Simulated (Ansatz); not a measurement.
Worked example: relaxation of the atoms of Ni3Ge (P4mm, 4 atoms in the cell) in Ansatz (a first-principles code).

Method of the run: LDA (PW92), default PAW files made with PBE (plane waves; Ansatz).

The change in words: one atom moved by 0.15 angstrom; relax: default → atoms; relax.f_tol: default → 0.002 eV/Å. Reference geometry:
```
CELL_PARAMETERS angstrom
      3.54092     0.00000     0.00000
      0.00000     3.54092     0.00000
      0.00000     0.00000     3.54092
ATOMIC_POSITIONS crystal
  Ni 0.50000 0.00000 0.50000
  Ni 0.00000 0.50000 0.50000
  Ni 0.50000 0.50000 0.00000
  Ge 0.00000 0.00000 0.00000
```

Reference input (self-consistent single point, DFT, LDA (PW92), plane waves, default PAW files made with PBE): basis.ecutwfc = 420 eV; kpoints.mp_grid.grid = 9 9 9; hamiltonian.xc = lda; hamiltonian.pseudopotentials = {kind: paw} (the program's default PAW files); scf.occupations.method = gaussian; scf.occupations.width = 0.1 eV. This run's input differs from it in these lines:

```diff
@@ -8,3 +8,3 @@
     - { symbol: Ni, position: [0.500000, 0.000000, 0.500000] }
-    - { symbol: Ni, position: [0.000000, 0.500000, 0.500000] }
+    - { symbol: Ni, position: [0.042362, 0.500000, 0.500000] }
     - { symbol: Ni, position: [0.500000, 0.500000, 0.000000] }
@@ -20,2 +20,4 @@
   occupations: { method: gaussian, width: 0.1 }
+relax:
+  f_tol: 0.002
 output:
```

Log, with long lists cut:

```
   [... SCF lines of the steps left out ...]
relax step   1: F+E_penalty+E_count = -21537.11700130 eV  Δ(F+E_penalty+E_count) = +0.000e0 eV  max|allowed force component| = 1.400e0 eV/Å  Δτ_max = 0.0000 Å  (8 SCF iters, dr2 threshold 1.00e-7 eV, accepted)
relax step   2: F+E_penalty+E_count = -21537.17461192 eV  Δ(F+E_penalty+E_count) = -5.761e-2 eV  max|allowed force component| = 9.281e-1 eV/Å  Δτ_max = 0.0347 Å  (6 SCF iters, dr2 threshold 1.00e-4 eV, accepted)
relax step   3: F+E_penalty+E_count = -21537.22113588 eV  Δ(F+E_penalty+E_count) = -4.652e-2 eV  max|allowed force component| = 5.787e-3 eV/Å  Δτ_max = 0.0771 Å  (6 SCF iters, dr2 threshold 5.38e-5 eV, accepted)
relax step   4: F+E_penalty+E_count = -21537.22113619 eV  Δ(F+E_penalty+E_count) = -3.103e-7 eV  max|allowed force component| = 5.480e-3 eV/Å  Δτ_max = 0.0000 Å  (6 SCF iters, accepted)
relax step   5: F+E_penalty+E_count = -21537.22113918 eV  Δ(F+E_penalty+E_count) = -2.994e-6 eV  max|allowed force component| = 3.130e-5 eV/Å  Δτ_max = 0.0007 Å  (6 SCF iters, accepted)
the relaxation is at rest under the 8 symmetry operations that the run kept from its start: a minimum is not shown …
Free energy (F): -21537.221139 eV
Internal energy: -21537.211063 eV  (E = F + TS)
E sigma→0 (E₀):  -21537.216101 eV
Entropy (-TS):   -0.010076 eV (-2.519 meV/atom)
Fermi energy:    18.093726 eV
--- Forces (eV/Å), atoms counted from 1 ---
  atom   1  Ni    -0.00001840    -0.00000000     0.00000000
  atom   2  Ni    -0.00000360     0.00000000     0.00000000
  atom   3  Ni    -0.00001840     0.00000000     0.00000000
  atom   4  Ge     0.00002826    -0.00000000     0.00000000
--- Stress (GPa, compression-positive) ---
       -9.509644       0.000000       0.000000
   [... lines left out ...]
  F+E_penalty+E_count = -21537.22113918 eV   max|allowed force component| = 3.130e-5 eV/Å
  atoms:
    - { symbol: Ni, position: [0.5105909643766007, -5.694021161529409e-35, 0.5] }
    - { symbol: Ni, position: [0.010591181370505394, 0.5, 0.5] }
    - { symbol: Ni, position: [0.5105909643766007, 0.5, 0.0] }
    - { symbol: Ge, position: [0.010588889876293254, -5.9489773329411735e-36, 0.0] }
```

The run converged.  The full log also holds: “iter 5 did not close the SCF: its close was put off for the readings that it lacked (scf_convergence_deferred on its scf_iter line)”. The full log also holds: “iter 4 did not close the SCF: its close was put off for the readings that it lacked (scf_convergence_deferred on its scf_iter line)”.

Summary of the result:
- Free energy E − TS (on the zero of these files): -21537.2211 eV
- Fermi level (on the code's own zero): 18.09 eV
- Pressure: -9.51 GPa
- Relaxation steps: 5

The starting cell comes from a database of computed structures (which also holds hypothetical and non-ambient phases and stackings), without a prior relaxation at this level. Its lattice was rescaled by up to half a per cent. For this run, on top of that: one atom moved by 0.15 angstrom. Spin polarisation is off. The relaxation keeps the symmetry of its start, so its end need not be a minimum. Ansatz's pressure includes its estimate of the finite-basis (Pulay) stress.

Keys are those of Ansatz 0.2.
